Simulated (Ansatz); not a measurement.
**By hand: surface energy of the AlV2C(0001) slab, the mean of its two faces, with the listed reservoirs for the atoms in excess**

This concerns the surface energy of the AlV2C(0001) slab, the mean of its two faces, with the listed reservoirs for the atoms in excess. Reaction: Al (fcc) + 3 AlV2C (P6₃/mmc) → cell A.

A: a slab of AlV2C (P6₃/mmc) cut along (0001), 13 atoms, hexagonal cell of 2.91 Å (7.3 Å²), symmetry P-3m1 within 0.02 Å, 19.7 Å thick under 16 Å of vacuum, in-plane vectors held at the crystal's; planes from bottom to top: Al | V | C | V | Al | V | C | V | Al | V | C | V | Al; all atoms within 0.5 Å of the crystal's sites, in a cell too small to show a reconstruction; the host is a cell whose start was taken from, or built on, an entry of a structure database, and that this text hasn't matched to a measured one; spin state with PBE: no moments.

Ansatz (a program for electronic structure) with PAW potentials; structures come from PBE relaxations, nuclei static, no net charge. Ansatz runs with its PAW set soft_1. Larger cells are relaxed on a coarser mesh till forces fall under 0.03 eV/Å, which some starts already meet. A dispersion term (D3(BJ), or D4 for r2SCAN) was computed beside these levels and is taken off wherever the name lacks it. Space groups of crystals are read within 0.01 Å.

Total energies of the cells in eV, at zero smearing width. They compare only within one column; the weights balance every element.

```tsv
cell	atoms	weight	PBE
A: AlV2C(0001) slab	13	+1	-20382.46458
Al (fcc)	1	−1	-537.50448
AlV2C (P6₃/mmc)	8	−3/2	-13230.77096
```

PBE: (-20382.46458) − (-537.50448) − 3/2 × (-13230.77096) = 1.1963 eV; dividing by 2 × 7.315 Å² and converting at 16.022 J/m² per eV/Å² gives 1.31 J/m².
